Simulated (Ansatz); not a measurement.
```xyz
2
Lattice="0.0000 3.1851 3.1851 3.1851 0.0000 3.1851 3.1851 3.1851 0.0000" Properties=species:S:1:pos:R:3 pbc="T T T"
Te     0.0000     0.0000     0.0000
Sn     3.1851     3.1851     3.1851
```

At this level the gap is small or closed, and a narrow smearing was used.

### Question
Is this relaxed cell dynamically stable according to harmonic phonons (finite displacements on a 6×6×6 mesh, r2SCAN density-functional theory in Ansatz (plane waves, PAW), k mesh 12×12×12, fermi-dirac smearing of 0.03 eV)? If not, where is the strongest instability?

### Answer
No. The softest mode is 48i cm⁻¹ at q = (0.000, 0.000, 0.000) in fractions of the reciprocal vectors of this cell, and 1 of the 216 wave vectors of the mesh carry a mode beyond 15i cm⁻¹.

Ansatz is an electronic-structure program.
